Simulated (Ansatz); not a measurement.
Defect migration in wurtzite GaN: interstitial Be, charge state +2. Computed with PBE, PAW (plane waves to 420 eV; Ansatz, an electronic-structure program).

72-site cell at the relaxed PBE lattice, one k-point at (0.125, 0.250, 0.250), smearing 0.01 eV, spin-restricted, no finite-size correction. No zero-point or tunnelling terms. The charge state is imposed; whether it is stable for some Fermi level was not computed. Sites that were not tried may lie lower.

Barriers: single points on a 2×2×2 k-point mesh shifted by half a step along c at the bands' geometries.

A. Be moves alone to another site; the atom moves 1.24 Å along (0.19, 0.38, -0.12) of the unit cell; the moving atom starts with neighbours 2 N at 1.70, N at 1.71 Å and ends with Ga at 2.12; 2 N at 1.68, N at 1.71 Å; saddle order not checked, on a symmetry element.
B. several atoms move together, Be the farthest; the atom moves 1.32 Å along (-0.41, -0.41, 0.00) of the unit cell; the moving atom starts with neighbours Ga at 2.12; 2 N at 1.68, N at 1.70 Å and ends with Ga at 2.12; 2 N at 1.68, N at 1.70 Å; the start lies 0.45 eV above the lowest site run; saddle order not checked, on a symmetry element.

A band can be held on a symmetry element, so unchecked saddle points there may be too high.

### Question
Put the candidates in order of forward barrier, lowest first, for PBE, PAW.

### Answer
B (0.24 eV), A (0.63 eV)
